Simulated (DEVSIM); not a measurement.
System: Schottky contact on n-type Si, at 300 K.

Layer 1 from the left is Si, thickness (μm) 4.60, Nd (cm⁻³) 2e17, τn (s) 3.7e-7, τp (s) 3.7e-7.

Left contact: Schottky, work function 4.75 eV, emission velocity 6.1e6 cm/s. Right contact: ohmic. Voltage is applied to the left contact. Recombination: SRH at mid-gap. Mobility is constant in doping.

Constants are typed, rounded textbook-type inputs, not results; the design itself was drawn at random and stands for no fabricated device. Values at 300 K.

Si: gap (eV) 1.124, affinity (eV) 4.05, permittivity 11.7, Nc (cm⁻³) 2.86e19, Nv (cm⁻³) 3.1e19, μn (cm²/Vs) 1417, μp (cm²/Vs) 470.

Simulated with DEVSIM: 1D drift-diffusion, Boltzmann statistics, complete ionisation; no tunnelling, impact ionisation, image-force lowering or self-heating. Metal contacts follow the ideal Schottky-Mott rule: no Fermi-level pinning, no interface dipoles.

Question: What does the simulation give for the dark forward voltage at 100 A/cm², the potential step across the device at zero bias?

Answer: dark forward voltage at 100 A/cm² 0.378 V; potential step across the device at zero bias 0.572 V.
